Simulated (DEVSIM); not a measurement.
Structure: Schottky contact on n-type Si, at 300 K.

Layer 1 from the left is Si, thickness (μm) 0.310, Nd (cm⁻³) 7.7e16, τn (s) 5.8e-5, τp (s) 5.8e-5. Layer 2 from the left is Si, thickness (μm) 5.20, Nd (cm⁻³) 9.7e17, τn (s) 5.8e-5, τp (s) 5.8e-5.

Left contact: Schottky, work function 4.42 eV, emission velocity 2.6e6 cm/s. Right contact: ohmic. Voltage is applied to the left contact. Recombination: SRH at mid-gap. Mobility is μmin + (μ − μmin)/(1 + (N/Nref)^α).

This is a model device: material constants are rounded textbook-type values typed into the input, and sizes, dopings and lifetimes were drawn at random. Values at 300 K.

Si: gap (eV) 1.124, affinity (eV) 4.05, permittivity 11.7, Nc (cm⁻³) 2.86e19, Nv (cm⁻³) 3.1e19, μn (cm²/Vs) 1417, μp (cm²/Vs) 470, μn,min 52, μp,min 45, Nref,n 9.7e16, Nref,p 2.2e17, αn 0.68, αp 0.72.

DEVSIM, 1D drift-diffusion, Boltzmann statistics, complete ionisation; no tunnelling, impact ionisation, image-force lowering or self-heating. Metal contacts follow the ideal Schottky-Mott rule: no Fermi-level pinning, no interface dipoles.

Question: What does the simulation give for the potential step across the device at zero bias, the dark forward voltage at 100 A/cm²?

Answer: potential step across the device at zero bias 0.283 V; dark forward voltage at 100 A/cm² 0.074 V.
